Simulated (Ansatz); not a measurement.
Ag: transverse stress against strain

Ag (fcc, Fm-3m, 17.284 Å³/atom and stress up to 0.01 GPa in the relaxed cell, cube axes along x, y and z) under a strain ε along a cube axis (axis z), the other axes held. r2SCAN in Ansatz, a plane-wave DFT program (PAW, default set), 500 eV, 28×28×28 Γ-centred mesh, Fermi-Dirac smearing 0.10 eV. Stress is positive for a compressed cell.

Here s stands for strain and y for stress xx.

```
strain (%)  stress xx (GPa)
----------  ---------------
-1.50                  1.48
-1.00                  0.96
-0.50                  0.47
0.00                   0.00
0.50                  -0.45
1.00                  -0.89
1.50                  -1.30
3.00                      ?
```

Fit y against s with a straight line, and predict the withheld value at s = 3.00.

Means: s 0, y 0.039. About the means, the sum of products is -6.4800 and the sum of squares of s is 7.0000; the slope is their ratio. Least squares gives y = 0.039 - 0.9257·s. Residuals (row less fit): 0.052, -0.005, -0.032, -0.039, -0.026, -0.003, 0.050; standard error 0.041 (degrees of freedom: 5). The slope gives the elastic constant C12 = about 93 GPa. At the withheld row, y = 0.039 - 0.9257 × 3.0 = -2.738 GPa. The calculation gives -2.45 GPa, 0.288 GPa above the prediction (7.3 % of the range of y in the table). The row lies outside the fitted rows, so this is an extrapolation. From the scatter of the fitted rows alone, a prediction at this place has a standard error of 0.064 GPa, so the miss is 4.5 times that.

A polynomial of degree 2 through the 12 other runs of the series gives -2.43 there, so most of the miss is curvature that the fit leaves out. In a metal these values are sensitive to mesh and smearing; energies are taken to zero smearing, stresses follow the free energy. Rows are the converged runs of the series near zero and its far end; series whose fitted rows scatter by over a few per cent of the range, as at a crossing or softening among them, aren't shown in this form, nor equations of state whose B0' disagrees with the runs' pressures. Most that stay on the fit to the last digits aren't either.
